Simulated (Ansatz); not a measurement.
The starting structures come from a database of crystals and need not be the phases stable at ambient conditions.

Inside the gap of an insulator the Bloch states are evanescent, with a wavenumber k + iκ along the transport direction.

```
CELL_PARAMETERS angstrom
      3.63485     0.00000     0.00000
      0.00000     5.72068     0.00000
      1.81743     0.00000     3.14788
ATOMIC_POSITIONS crystal
  Zr 0.00000 0.00000 0.00000
  S  0.66667 0.25529 0.66667
  S  0.33333 0.74471 0.33333
```

Space group of this cell: P-3m1, CdI2 type. The cell was relaxed by PBE-D3(BJ); by r2SCAN its mean pressure is 2.6 GPa.

Transport runs along the normal of the first two printed cell vectors, the (100) plane of the conventional cell.

The gap is the functional's own. No spin-orbit coupling. Mid-gap values are interpolated on the energy grid.

Question: Predict the band gap and the smallest decay constant κ at mid-gap from r2SCAN run with Ansatz (an electronic-structure program).

Answer: Gap 0.96 eV on a 10×6×10 mesh; κ = 0.167 1/Å, at the zone centre.
